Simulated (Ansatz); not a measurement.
## Ga2O3 under a change: isotropic strain −3.00 %

Consider Ga₂O₃ in the corundum structure (space group R-3c, No. 167; a = 4.9499 Å, c = 13.3058 Å (hexagonal axes)).

The change: the cell is scaled by 0.9700 in all directions, atoms relaxed at fixed cell.

Level of theory: LDA, PAW, 420 eV (Ansatz, an electronic-structure program; scalar-relativistic without spin-orbit coupling). Γ-centred 8×8×8 mesh, Fermi–Dirac width 0.05 eV.

| quantity | base | changed | shift |
|---|---|---|---|
| volume per atom | 9.41 Å³ | 8.59 Å³ | -0.82 Å³ |
| space group | R-3c (No. 167) | R-3c (No. 167) | – |
| shortest interatomic distance | 1.911 Å | 1.853 Å | -0.058 Å |
| energy relative to the base (free energy F) | 0 meV/atom | +64 meV/atom | +64 meV/atom |
| pressure (mean of the normal stresses, compression positive) | 0.00 GPa | 26.92 GPa | +26.92 GPa |
| band gap | 3.04 eV | 4.09 eV | +1.05 eV |
| gap character | indirect, Γ–S₀ (50 % along) → Γ | indirect, Γ–S₀ (50 % along) → Γ | – |
| smallest direct gap | 3.31 eV | 4.37 eV | +1.06 eV |
| mean gap deformation potential ΔEg/Δln V | – | -11.5 eV | – |
| width of the top valence band | 0.47 eV | 0.49 eV | +0.02 eV |
| electron mass | 0.24 mₑ (at Γ) | 0.29 mₑ (at Γ) | – |

Final structure:

```
CELL_PARAMETERS angstrom
      2.40072     1.38606     4.30219
     -2.40072     1.38606     4.30219
      0.00000    -2.77211     4.30219
ATOMIC_POSITIONS crystal
  Ga 0.64408 0.64408 0.64408
  Ga 0.14408 0.14408 0.14408
  Ga 0.35592 0.35592 0.35592
  Ga 0.85592 0.85592 0.85592
  O  0.75000 0.44718 0.05282
  O  0.05282 0.75000 0.44718
  O  0.25000 0.55282 0.94718
  O  0.55282 0.94718 0.25000
  O  0.94718 0.25000 0.55282
  O  0.44718 0.05282 0.75000
```

Effective masses come from finite differences of ±0.01 Å⁻¹. Stability against distortions was not tested.
